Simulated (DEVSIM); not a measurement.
Device: abrupt Si p-n junction, at 300 K.

Layer 1 from the left is Si, thickness (μm) 7.70, Na (cm⁻³) 3.7e16, τn (s) 3.5e-6, τp (s) 3.5e-6. Layer 2 from the left is Si, thickness (μm) 6.00, Nd (cm⁻³) 8.1e16, τn (s) 3.5e-6, τp (s) 3.5e-6.

Left contact: ohmic. Right contact: ohmic. Voltage is applied to the left contact. Recombination: SRH at mid-gap, radiative, Auger. Mobility is constant in doping.

Constants are typed, rounded textbook-type inputs, not results; the design itself was drawn at random and stands for no fabricated device. Values at 300 K.

Si: gap (eV) 1.124, affinity (eV) 4.05, permittivity 11.7, Nc (cm⁻³) 2.86e19, Nv (cm⁻³) 3.1e19, μn (cm²/Vs) 1417, μp (cm²/Vs) 470, B (cm³/s) 4.7e-15, Cn (cm⁶/s) 2.8e-31, Cp (cm⁶/s) 9.9e-32.

Simulated with DEVSIM: 1D drift-diffusion, Boltzmann statistics, complete ionisation; no tunnelling, impact ionisation, image-force lowering or self-heating.

Dark forward current:

```
|V| (V)  |J| (A/cm²)
-------  -----------
0.05       7.655e-10
0.10        3.459e-9
0.15        1.577e-8
0.20        8.394e-8
0.25        5.087e-7
0.30        3.316e-6
0.35        2.237e-5
0.40       0.0001530
0.45        0.001053
0.50        0.007268
0.55         0.05018
0.60          0.3463
0.65           2.376
0.70           15.72
0.75           87.47
0.80           328.1
0.85           826.6
0.90            1610
0.95            2683
```

Work out the local ideality factor n = ΔV / (kT/q · ln(J2/J1)) between the rows 0.15 and 0.20 V, 0.50 and 0.55 V, 0.90 and 0.95 V.

kT/q = 25.85 mV. From 0.15 to 0.20 V: ln(8.394e-8/1.577e-8) = 1.672, n = 1.16. From 0.50 to 0.55 V: ln(0.05018/0.007268) = 1.932, n = 1.00, near the 1 of diffusion or emission over a barrier. From 0.90 to 0.95 V: ln(2683/1610) = 0.511, n = 3.79.

Estimate the current at 0.45 V from the Shockley equation with J0 = Σ q ni² D/(N L) coth(W/L), τ joining the SRH, radiative and Auger lifetimes that are on, and W taken as the whole layer.

ni² = 1.16e20 cm⁻⁶; electrons in the p layer: μ = 1420 cm²/Vs, D = 36.6 cm²/s, τ = 3.50e-6 s, L = 113 μm, W/L = 0.068, term 2.39e-11 A/cm²; holes in the n layer: μ = 470 cm²/Vs, D = 12.1 cm²/s, τ = 3.47e-6 s, L = 65.0 μm, W/L = 0.092, term 4.65e-12 A/cm². J0 = 2.86e-11 A/cm², and J = J0 exp(qV/kT) = 0.00104 A/cm². The simulation gives 0.00105 A/cm²; the estimate lies 1.5 % below. The estimate leaves out recombination in the depletion region and that region's share of W.
